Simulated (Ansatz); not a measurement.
Adsorption energy and surface dipole of H on the 1x1 (111) surface of fcc Al, one in a 2x1 cell, started at the site 'hollow Al-Al-Al over Al at depth 2.3 Å', worked from the runs' numbers; total energies count from the potentials' own zero.

These are PBE (plane waves to 420 eV, PAW; Ansatz, a program for electronic structure) values and carry that method's errors.

Set-up: 9 atoms, 7.0 Å thick at the start under the adsorbate (thin: gaps and levels are the slab's own); mesh 6x12x1; 0.1 eV smearing; dipole correction on; 4 atoms held, the rest relaxed; symmetry of the start imposed; no spin, no spin-orbit, no U, no dispersion correction. At the end it is bonded to 3 Al. In PBE this state lies 0.10 eV over the lowest of the starts that converged ('bridge Al-Al (span 2.9 Å)').

```csv
quantity,value
slab with the adsorbate,-4314.011 eV
"clean slab, same cell and mesh",-4298.510 eV
"reference, ½ H2(g)",-15.872 eV
area of the cell,14.15 Å²
change of the step from the bottom to the top vacuum level,-0.019 eV
```

**Question.** What is the adsorption energy against this reference?

**Answer.** E(slab + adsorbate) − E(slab) − E(reference) = 0.37 eV, so in this state the adsorbate is less stable than in the reference, at a coverage of 7.07 a nm².
